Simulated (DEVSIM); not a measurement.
Structure: TaN/SiO2/n-Si capacitor, at 300 K.

Layer 1 from the left is SiO2, thickness (nm) 6.80. Layer 2 from the left is Si, thickness (nm) 340, Nd (cm⁻³) 2.9e18.

Metal gate on the left, work function 4.4 eV. Fixed charge at the semiconductor interface 1.63e12 cm⁻² (in units of +e); interface traps 7.4e11 cm⁻² eV⁻¹, uniform in energy, neutral level at 0.5 of the gap above the valence band.

Constants are typed, rounded textbook-type inputs, not results; the design itself was drawn at random and stands for no fabricated device. Values at 300 K.

SiO2: gap (eV) 9, affinity (eV) 0.9, permittivity 3.9. Si: gap (eV) 1.124, affinity (eV) 4.05, permittivity 11.7, Nc (cm⁻³) 2.86e19, Nv (cm⁻³) 3.1e19.

Simulated with DEVSIM: 1D Poisson equation in equilibrium, Boltzmann statistics, complete ionisation; no quantum confinement or tunnelling. Metal contacts follow the ideal Schottky-Mott rule: no Fermi-level pinning, no interface dipoles.

Q: What does the simulation give for the minimum of the low-frequency capacitance, the flat-band voltage?

A: minimum of the low-frequency capacitance 0.286 μF/cm²; flat-band voltage -0.10 V.
